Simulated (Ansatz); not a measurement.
# rock-salt TiC (0 0 1) on zinc-blende CuI (0 0 1) (film strained to the substrate, started from cuts of the bulks and a machine-learned relaxation; slabs Cu6I5 and C12Ti12, which can lie off the formulas)

A periodic stack without vacuum, rock-salt TiC (0 0 1) on zinc-blende CuI (0 0 1) (film strained to the substrate, started from cuts of the bulks and a machine-learned relaxation; slabs Cu6I5 and C12Ti12, which can lie off the formulas): substrate slab Cu6I5, film C12Ti12, surface cells [[1, 0], [1, 1]] and [[0, -1], [2, 1]], film strained by -0.8 and -0.8 %, outermost planes Cu/Cu and CTi/CTi as cut, which need not be the usual terminations and can put a slab off its formula.

The start was prepared with a machine-learned potential, and the result is one local minimum, with the in-plane cell held and forces under 0.04 eV/Å; the film can end far from its bulk form.

All values below come from PBE (plane waves to 420 eV, PAW; Ansatz, an electronic-structure program). Scalar-relativistic, without spin–orbit coupling; the runs are not spin-polarised; PBE gaps are too small against experiment. Its k-point mesh 7×7×1, Fermi–Dirac width 0.05 eV.

| Property | Value |
|---|---|
| interface area | 18.5 Å² |
| period | 30.17 Å |
| heights between the nearest atoms of the two slabs at the two interfaces | 1.92 and 1.92 Å |
| Cu–Ti contacts across the interfaces within 1.22 times the sum of covalent radii | 8, mean 2.98 Å |
| C–Cu contacts across the interfaces within 1.22 times the sum of covalent radii | 2, mean 1.92 Å |
| hole barrier (PBE) | 0.98 eV |
| electron barrier (PBE) | 0.12 eV |

```xyz
35
Lattice="4.2990 -0.0005 -0.0498 -0.0004 4.2984 -0.0989 -1.7774 0.7225 30.1791" Properties=species:S:1:pos:R:3 pbc="T T T"
Cu     0.5597     3.5134     3.9334
Cu     2.6860     1.2690     0.8358
Cu     0.6298     3.6634    10.0092
Cu     2.7399     1.4384     6.9969
Cu     0.7343     3.7967    16.1713
Cu     2.8186     1.5828    13.0725
I      0.5549     1.3266     2.4676
I      0.6103     1.4776     8.5403
I      2.7284     3.5515     5.4299
I      0.6903     1.6100    14.6134
I      2.7987     3.6957    11.5020
C      0.7963     1.7349    20.3450
C     -1.3533     3.8845    20.3229
C     -1.3788     1.6849    18.1836
C      0.7711     3.8333    18.0948
C      0.8468     1.8354    24.7145
C     -1.3030     3.9847    24.6878
C     -1.3280     1.7853    22.5515
C      0.8212     3.9342    22.4745
C      0.8977     1.9356    29.0907
C     -1.2524     4.0855    29.0572
C     -1.2775     1.8857    26.9177
C      0.8716     4.0345    26.8425
Ti    -1.3523     1.7357    20.4164
Ti     0.7968     3.8849    20.3464
Ti     0.7721     1.6868    18.2653
Ti    -1.3787     3.8369    18.2709
Ti    -1.3021     1.8345    24.7242
Ti     0.8473     3.9833    24.6440
Ti     0.8224     1.7846    22.5398
Ti    -1.3271     3.9342    22.5201
Ti    -1.2542     1.9336    28.9996
Ti     0.8956     4.0827    28.8933
Ti     0.8715     1.8840    26.8435
Ti    -1.2778     4.0334    26.8222
```
